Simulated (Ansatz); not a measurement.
Ansatz (an electronic-structure program) is run on TiCo3 (P6_3/mmc, 8 atoms in the cell), and the run fails. The aim is a self-consistent single point with DFT, PBEsol, plane waves, PAW files made with PBE.

Cell that was meant: a = 5.1387 Å, b = 5.1387 Å, c = 4.3225 Å, α = 90.00°, β = 90.00°, γ = 120.00°.

Part of the input:

```yaml
  occupations:
    method: methfessel_paxton
    width: 0.1
  max_iter: 40
  convergence:
    dr2_threshold: 1.0e-22 eV
output:
  forces: true
  eigenvalues: true
```

Output (repeated stretches shortened):

```
SCF iter   1: F=—  HF=-35504.300764 eV  |F-HF|=—  |Δ(HF+E_count)|=         —  Δρ=1.49e-1 (↑1.49e-1 ↓1.49e-1)  dr2=9.02e0  dr2_m=1.88e1  M=8.429 μB ∫|m|=9.674 μB  β_m=0.30  ethr=3.10e-3  ⟨swp⟩=4.8  Hψ=16663  notcnv=0  defer=111
all-band conjugate gradients solve this SCF's bands
preconditioner: auto → Kerker (q_TF=auto, 2.841 Å⁻¹)
   [... lines left out ...]
SCF iter  39: F=—  HF=-35507.215740 eV  |F-HF|=—  |Δ(HF+E_count)|=    0.00e0  S|Δr|=    0.00e0  Δρ=1.92e-10 (↑1.92e-10 ↓1.06e-10)  dr2=3.11e-17  dr2_m=6.32e-18  M=5.710 μB ∫|m|=8.174 μB  β_m=0.08  ethr=1.00e-12  ⟨swp⟩=1.0  Hψ=10785  notcnv=0
SCF iter  40: F=—  HF=-35507.215740 eV  |F-HF|=—  |Δ(HF+E_count)|=    0.00e0  S|Δr|=    0.00e0  Δρ=1.43e-11 (↑1.42e-11 ↓1.43e-11)  dr2=3.23e-19  dr2_m=4.54e-20  M=5.710 μB ∫|m|=8.174 μB  β_m=0.44  ethr=1.00e-12  ⟨swp⟩=1.0  Hψ=10786  notcnv=0
Error: did not converge after 40 iterations: dr2 = 3.23e-19 (threshold 1.00e-22), under the density mixer `msr1`, which `scf.mixing.algorithm: auto` chose by the deck's other keys (type `scf.mixing.algorithm: msr1` to keep it); raise `scf.max_iter`, which need not help a stalled SCF, or adjust the mixing (`scf.mixing`) or, under a smearing, its width (`scf.occupations.width`, in either direction: another width is another result); this SCF holds its density and magnetisation to the symmetry operations that it keeps, and cannot end on a state that breaks one of them: if the state sought breaks one, re-run with `crystal.symmetry.detect: false`, without [...]
```

What is wrong, and how is it fixed?

The fault is a threshold far tighter than needed, beside a limit on iterations. Each further decade of the residual costs iterations, and near the noise of double precision and of the grids the loop may never get there. To fix it, use a threshold that the task needs. The run ended unconverged after 40 iterations.

An input that runs soundly differs in these lines (not the only fix; some lines may just follow from the change or write a value another way):
```diff
-  max_iter: 40
-  convergence:
-    dr2_threshold: 1.0e-22 eV
```

With that input, the run converged in 16 iterations: free energy E − TS (on the zero of these files) -35507.2157 eV; Fermi level (on the code's own zero) 16.57 eV; pressure -16.85 GPa; largest force (vector length) 0.038 eV/Å; size of the cell's spin moment 5.71 μB (DFT, PBEsol, plane waves, PAW files made with PBE).

On the sound input: the starting cell comes from a database of computed structures (which also holds hypothetical and non-ambient phases and stackings), without a prior relaxation at this level. Its lattice was rescaled by a random factor within 2.5 % of one. The magnetic order is the one reached from the typed start; others were not searched systematically. The program warned that a starting moment was not kept. With a pressure of about -17 GPa the cell is away from its equilibrium volume at this level. Ansatz's pressure includes its estimate of the finite-basis (Pulay) stress.

Keys are those of Ansatz 0.2.
